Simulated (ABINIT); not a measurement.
Input and output of a band-structure calculation for Mo₃Os (Pm-3n, 8 atoms in the cell) (ABINIT).

Level of theory: LDA (PW92), PAW (JTH v2.0 LDA PAW) (plane waves; ABINIT).

Input as run:

```
# Mo3Os, JTH v2.0 LDA PAW
pp_dirpath "./"
pseudos "Mo.LDA_PW-JTH.xml, Os.LDA_PW-JTH.xml"
acell 3*1.0
rprim
         9.4038252167    0.0000000000    0.0000000000
         0.0000000000    9.4038252167    0.0000000000
         0.0000000000    0.0000000000    9.4038252167
natom 8
ntypat 2
znucl 42 76
typat 1 1 1 1 1 1 2 2
xcart
         2.3509563042    0.0000000000    4.7019126084
         7.0528689125    0.0000000000    4.7019126084
         4.7019126084    7.0528689125    0.0000000000
         4.7019126084    2.3509563042    0.0000000000
         0.0000000000    4.7019126084    7.0528689125
         0.0000000000    4.7019126084    2.3509563042
         0.0000000000    0.0000000000    0.0000000000
         4.7019126084    4.7019126084    4.7019126084
ecut 544 eV
pawecutdg 1088 eV
pawxcdev 0
occopt 7
tsmear 0.2 eV
nband 63
kptopt 1
ngkpt 5 5 5
nshiftk 1
shiftk 0 0 0
nstep 100
tolvrs1 1.0e-11
ndtset 2
prtden1 1
getden2 1
iscf2 -2
kptopt2 -5
ndivsm2 4
kptbounds2
       0.00000000  0.00000000  0.00000000  # G
       0.00000000  0.50000000  0.00000000  # X
       0.50000000  0.50000000  0.00000000  # M
       0.00000000  0.00000000  0.00000000  # G
       0.50000000  0.50000000  0.50000000  # R
       0.00000000  0.50000000  0.00000000  # X
nband2 67
nbdbuf2 2
tolwfr2 1.0e-12
prtwf 0
enunit 2
```

Output (repeated stretches shortened):

```
--- !BeginCycle
solver: {iscf: 17, nstep: 100, nline: 4, wfoptalg: 10, }
tolerances: {tolvrs: 1.00E-11, }
...

     iter   Etot(hartree)      deltaE(h)  residm     nres2
 ETOT  1  -443.99864693937    -4.440E+02 6.967E-01 2.744E+01
 ETOT  2  -446.19875221740    -2.200E+00 4.407E-02 8.972E+00
 ETOT  3  -446.20763693376    -8.885E-03 7.771E-03 1.805E+01
 ETOT  4  -446.15926457447     4.837E-02 4.866E-03 9.136E-01
 ETOT  5  -446.15888389261     3.807E-04 2.251E-03 1.051E-01
   [... 5 lines left out ...]
 ETOT 11  -446.15876981036    -1.837E-10 3.232E-04 4.045E-09
 ETOT 12  -446.15876981039    -2.905E-11 4.178E-04 2.132E-09
 ETOT 13  -446.15876981039     3.126E-12 2.321E-04 5.758E-11
 ETOT 14  -446.15876981039     4.036E-12 2.932E-04 4.244E-12
 At SCF step   14       nres2   =  4.24E-12 < tolvrs=  1.00E-11 =>converged.

 Cartesian components of stress tensor (hartree/bohr^3)
  sigma(1 1)=  3.63121236E-04  sigma(3 2)=  0.00000000E+00
  sigma(2 2)=  3.63121236E-04  sigma(3 1)=  0.00000000E+00
  sigma(3 3)=  3.63121236E-04  sigma(2 1)=  0.00000000E+00

 ----iterations are completed or convergence reached----

   [... lines left out ...]
 Fermi (or HOMO) energy (hartree) =   0.45591   Average Vxc (hartree)=  -0.47622
 Fermi (or HOMO) energy (eV) =  12.40597   Average Vxc (eV)= -12.95865
total_energy        : -4.46158770506203E+02
-Cartesian components of stress tensor (GPa)         [Pressure= -1.0683E+01 GPa]
 Unit cell volume ucvol=  8.3159840E+02 bohr^3
   [... lines left out ...]
  5.06E-13  5.59E-13  3.96E-13  2.32E-13  5.99E-13  1.90E-13  7.18E-13  5.54E-13
   [... 18 lines left out ...]

 scprqt:  WARNING -
  nstep=  100 was not enough non-SCF iterations to converge;
  maximum residual=  9.581E-10 exceeds tolwfr=  1.000E-12

 ----iterations are completed or convergence reached----

 reduced coordinates (array xred) for    8 atoms
       0.250000000003      0.000000000003      0.500000000003
       0.750000000003      0.000000000003      0.500000000003
       0.500000000003      0.750000000003      0.000000000003
       0.500000000003      0.250000000003      0.000000000003
       0.000000000003      0.500000000003      0.750000000003
       0.000000000003      0.500000000003      0.250000000003
       0.000000000003      0.000000000003      0.000000000003
       0.500000000003      0.500000000003      0.500000000003

 Calculation completed.
```

The run ended unconverged in one of its stages. 

The starting cell comes from a database of computed structures (which also holds hypothetical and non-ambient phases and stackings), without a prior relaxation at this level.
